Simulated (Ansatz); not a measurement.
Abridged Ansatz (a program for electronic structure) output:

```
Relaxation: its limit of steps is 50 (relax.max_steps)
Pseudopotential: Ag, paw, valence charge 19
Crystal: 1 atoms, lattice volume = 17.659 Å³
Basis set: ecut = 500 eV, 459 PW (Γ), exchange–correlation on 96×96×96 points (64 copies of the dense FFT grid, shifted against one another)
Bands: 14, of which v1, the nominal top of the filled ones, is band 10 counted from 1 (9 counted from 0)
Symmetry: 16 space group operations
k-points: 1639 of 21952
Functional: x = r2scan, c = r2scan; τ floored in thin density (d = 2e-4 eV/Å³)
SCF iter   1: F=—  HF=-7604.137404 eV  |F-HF|=—  |Δ(HF+E_count)|=         —  Δρ=5.44e-2  dr2=5.51e-1  dr2_τ=1.17e-2  ethr=2.86e-3  ⟨swp⟩=1.0  Hψ=153091  notcnv=0
SCF iter   2: F=—  HF=-7603.999276 eV  |F-HF|=—  |Δ(HF+E_count)|=   1.38e-1  Δρ=1.83e-2  dr2=6.65e-2  dr2_τ=5.42e-3  ethr=2.86e-3  ⟨swp⟩=2.9  Hψ=38808  notcnv=0
SCF 1 converged in 7 iterations: F = -7604.007190 eV  dr2 = 3.93e-10
relax step   1: F+E_penalty+E_count = -7604.00718993 eV  Δ(F+E_penalty+E_count) = +0.000e0 eV  max|allowed force component| = 0.000e0 eV/Å  Δτ_max = 0.0000 Å  P = -2.040 GPa  Ω = 17.659 Å³  fix = [a, b, gamma]  reactions: a -2.222, b -2.222 GPa  (7 SCF iters, dr2 threshold 1.00e-7 eV, accepted)
Crystal: 1 atoms, lattice volume = 17.402 Å³
Basis set: ecut = 500 eV, 443 PW (Γ), exchange–correlation on 96×96×96 points (64 copies of the dense FFT grid, shifted against one another)
SCF iter   1: F=—  HF=-7603.997685 eV  |F-HF|=—  |Δ(HF+E_count)|=         —  Δρ=2.45e-3  dr2=1.06e-3  dr2_τ=6.95e-3  ethr=6.31e-6  ⟨swp⟩=1.8  Hψ=163071  notcnv=0
SCF iter   2: F=—  HF=-7604.008901 eV  |F-HF|=—  |Δ(HF+E_count)|=   1.12e-2  Δρ=2.23e-3  dr2=6.74e-4  dr2_τ=4.89e-5  ethr=5.58e-6  ⟨swp⟩=2.0  Hψ=38239  notcnv=0
SCF 2 converged in 7 iterations: F = -7604.008704 eV  dr2 = 1.66e-8
relax step   2: F+E_penalty+E_count = -7604.00870430 eV  Δ(F+E_penalty+E_count) = -1.514e-3 eV  max|allowed force component| = 0.000e0 eV/Å  Δτ_max = 0.0000 Å  P = -0.609 GPa  Ω = 17.402 Å³  energy of the carried Pulay correction = +1.548e-4 eV  fix = [a, b, gamma]  reactions: a -0.918, b -0.918 GPa  (7 SCF iters, dr2 threshold 1.00e-7 eV, accepted)
Crystal: 1 atoms, lattice volume = 17.402 Å³
SCF iter   1: F=—  HF=-7604.008564 eV  |F-HF|=—  |Δ(HF+E_count)|=         —  Δρ=3.99e-5  dr2=4.75e-8  dr2_τ=4.46e-7  ethr=2.68e-8  ⟨swp⟩=3.1  Hψ=177795  notcnv=0
SCF iter   2: F=—  HF=-7604.008562 eV  |F-HF|=—  |Δ(HF+E_count)|=   1.32e-6  Δρ=1.92e-5  dr2=9.03e-9  dr2_τ=7.50e-9  ethr=2.50e-10  ⟨swp⟩=2.0  Hψ=31959  notcnv=0
SCF 3 converged in 6 iterations: F = -7604.008562 eV  dr2 = 1.05e-13
SCF converged after 6 iterations
Free energy (F): -7604.008562 eV
Internal energy: -7604.000365 eV  (E = F + TS)
E sigma→0 (E₀):  -7604.004464 eV
Entropy (-TS):   -0.008198 eV (-8.198 meV/atom)
Fermi energy:    16.836022 eV
--- Forces (eV/Å), atoms counted from 1 ---
  atom   1  Ag    -0.00000000    -0.00000000     0.00000000
--- Stress (GPa, compression-positive) ---
       -0.921272      -0.000000       0.000000
       -0.000000      -0.921272      -0.000000
        0.000000      -0.000000      -0.006617
  P = ⅓ Tr σ = -0.6164 GPa (-6.164 kbar)
--- Relaxed structure (2 steps of the walk, 2 accepted, 1 SCFs on fresh bases) ---
  cell:  # Å, volume = 17.4019 Å³
    - [2.9439051707, 2.2159785203052563e-22, -3.611914424128231e-11]
    - [2.215978662374774e-22, 2.9439051707, 3.6119145399225563e-11]
    - [1.4719525853746356, -1.4719525853746356, 2.0079340752433814]
  atoms:
    - { symbol: Ag, position: [0.0, 0.0, 0.0] }
```

Q: What was computed, and what are the main results?

A: Ag, 1 atom in the cell, with Ansatz r2SCAN, without spin-orbit coupling, earlier PAW set. The last SCF converged to F = -7604.008562 eV, or -7604.0086 eV per atom, at a pressure of -0.62 GPa. The total energy compares only with runs of the same code, potentials and settings.

The cells carry an imposed strain or load. No phonon test of stability was made. The cell was made from Ag in the fcc (Cu type) structure (space group Fm-3m, No. 225) by this change: biaxial strain +1.43 %, plane normal [001], relaxed out of plane.

Keys are those of Ansatz 0.2.
